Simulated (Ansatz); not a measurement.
BaCd2As2 (P-3m1, No. 164, 5 atoms in the cell; start mp-8281), treated with HSE06+SOC (Ansatz, a quantum-chemistry and plane-wave program, PAW).

Numerical settings: plane-wave cutoff 460 eV, 6×6×4 k mesh (along the axes of the cell as run), Fermi–Dirac smearing 0.01 eV, PAW data made under PBE.

Cell (relaxed with PBEsol):

BaCd₂As₂ is taken in the trigonal space group P-3m1 (No. 164), Pearson symbol hP5. Lattice parameters: a = b = 4.4967 Å, c = 7.6014 Å, α = β = 90.00°, γ = 120.00°. Ba on 1a is surrounded by 6 As at 3.269 Å and 6 Cd at 3.829 Å. Cd on 2d is coordinated by 4 As at 2.725–2.800 Å and 3 Cd at 3.261 Å and 3 Ba at 3.829 Å. As on 2d sees 4 Cd at 2.725–2.800 Å and 3 Ba at 3.269 Å. (Neighbours: up to the widest gap in distance over summed covalent radii, below 1.35, at either atom; cation-cation and far metal-metal contacts left out.)

Task: What does this level give for the band gap?

Result: 
* **band gap**: 0.96 eV (on the SCF k mesh) (direct)

Note: cell and atoms aren't relaxed at this level (pressure 2.1 GPa).

Computed values are for the static lattice.

A start named mp-… is a Materials Project structure, which need not be a measured phase.
